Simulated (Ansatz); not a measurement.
Take SiC in the zinc blende structure (space group F-43m, No. 216; a = 4.356 Å) as the base.

Now apply this change: a negative pressure, −1 GPa.

Levels (all Ansatz, a program for electronic structure, PAW): r2SCAN (500 eV, no spin-orbit coupling); HSE06 (420 eV, no spin-orbit coupling).

The geometry is relaxed with r2SCAN.

- r2SCAN band gap: 1.72 eV

With HSE06 at the same geometry, the band gap goes up by 0.51 eV (1.72 eV → 2.23 eV).

Single points use the geometry relaxed with r2SCAN. Their cutoffs differ, which shifts pressures a little. HSE06 gaps are upper bounds (no full band path). Load acts through the strain it causes; cell and atoms are relaxed under it. Stability against distortions was not tested.
